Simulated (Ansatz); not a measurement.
## SiC in the wurtzite structure (space group P6_3mc, No. 186)

Space group P6₃mc (No. 186); a = 3.0760 Å, b = 3.0760 Å, c = 5.0478 Å, α = 90.00°, β = 90.00°, γ = 120.00°

```json
[
 {"atom": "Si", "site": "2b", "symmetry": "3m.", "x": "0.6667", "y": "0.3333", "z": "0.0005"},
 {"atom": "C", "site": "2b", "symmetry": "3m.", "x": "0.3333", "y": "0.6667", "z": "0.1247"}
]
```

Computed with Ansatz (an electronic-structure program), PBEsol, PAW, cutoff 420 eV, scalar-relativistic without spin-orbit coupling, earlier PAW set. k-mesh 12×12×7 (Γ-centred); smearing 0.05 eV (Fermi–Dirac).

```yaml
volume_per_atom: 10.34 Å³
density: 3.22 g/cm³
band_gap: 2.13 eV, indirect, Γ → K
electron_mass: 0.26 mₑ along c, 0.43 mₑ across
total_energy: -434.353 eV/atom (σ→0; compares only within this code and set-up)
```

Effective masses come from finite differences of ±0.01 Å⁻¹. Stability against distortions was not tested.
